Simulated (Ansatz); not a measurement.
Take PbSe in the rock salt structure (space group Fm-3m, No. 225; a = 6.218 Å) as the base.

Perturbation: a hydrostatic pressure of 2.1 GPa.

Levels (all Ansatz, an electronic-structure program, PAW): PBE (420 eV, no spin-orbit coupling); HSE06+SOC (420 eV, with spin-orbit coupling).

The geometry is relaxed with PBE.

PBE band gap: 0.30 eV

Question: What does HSE06+SOC give at this geometry for the band gap?

Answer: The band gap falls by 0.16 eV, from 0.30 eV to 0.14 eV.

Single points use the geometry relaxed with PBE. HSE06 was sampled on its mesh, a few special points and the semilocal edge points, so its gap is an upper bound. The spin-orbit shifts are approximate. With Pb present, leaving out spin-orbit coupling can change the band edges. Load acts through the strain it causes; cell and atoms are relaxed under it. Stability against distortions was not tested.
